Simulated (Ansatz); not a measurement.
A set of cells, compared by their density of states at the Fermi level.

Cell A: TiNi (CsCl type, Pm-3m), 2 atoms in the cell; spin state with r2SCAN: no moments, k-point mesh 16×16×16 on the run's own vectors.
```xyz
2
Lattice="2.9892 0.0000 0.0000 0.0000 2.9892 0.0000 0.0000 0.0000 2.9892" Properties=species:S:1:pos:R:3 pbc="T T T"
Ti     1.4946     1.4946     1.4946
Ni     0.0000     0.0000     0.0000
```

Cell B: TiNi (P2₁/m), 4 atoms in the cell; this is a cell whose start was taken from, or built on, an entry of a structure database, and that this text hasn't matched to a measured one; spin state with r2SCAN: no moments, k-point mesh 18×12×10 on the run's own vectors.
```xyz
4
Lattice="2.9114 0.0000 0.0753 0.0000 3.9907 0.0000 -1.1550 0.0000 4.6223" Properties=species:S:1:pos:R:3 pbc="T T T"
Ti     0.8861     2.9930     3.6692
Ti     0.8703     0.9977     1.0284
Ni     2.3423     2.9930     1.5930
Ni    -0.5859     0.9977     3.1045
```

All numbers come from Ansatz (an electronic-structure program), plane waves with PAW, its default PAW set, cutoff 500 eV. The structures are at rest with r2SCAN. Neutral cells; Fermi-Dirac smearing of at most 0.10 eV in the solids, energies taken to zero width. A dispersion term ran beside these levels; it doesn't touch the electrons. Both spins, broadened by a Gaussian of 0.2 eV on the run's mesh.

Problem. Predict the density of states at the Fermi level (states/eV per atom) of each cell with r2SCAN.

Solution. 
| cell | r2SCAN |
|---|---|
| A | 1.3 |
| B | 0.64 |

With r2SCAN the value of A exceeds that of B by 0.66 states/eV per atom.
